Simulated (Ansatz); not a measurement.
A15 Mo3Si was calculated with PBE (PAW; Ansatz, a program for electronic structure).

Numerical settings: plane-wave cutoff 520 eV, 14×14×14 k mesh, Fermi–Dirac smearing 0.055 eV (set by the program), no spin polarisation, scalar-relativistic PAW data made under PBE.

Computed at the level's own relaxed cell.

Hill averages of the elastic tensor: K = 248.7 GPa, G = 130.2 GPa. Volume 14.758 Å³/atom, mean atomic mass 78.976 u.

Task: Work out the density, the sound velocities of a polycrystal and the elastic Debye temperature, and Pugh's ratio at this level.

Result: ρ = 1.66054 × 78.976/14.758 = 8.886 g/cm³. v_l = √[(K + 4G/3)/ρ] = 6.894 km/s and v_t = √(G/ρ) = 3.828 km/s. The mean follows from 3/v_m³ = 1/v_l³ + 2/v_t³: v_m = 4.264 km/s. Θ_D = (ħ/k_B) v_m (6π²/V)^(1/3) = 76.38 K Å s/km × 4.264 × 1.5891 Å⁻¹ = 518 K, counting all atoms of the cell. K/G = 1.91, to be set beside Pugh's rough bound of 1.75 between brittle and ductile metals.
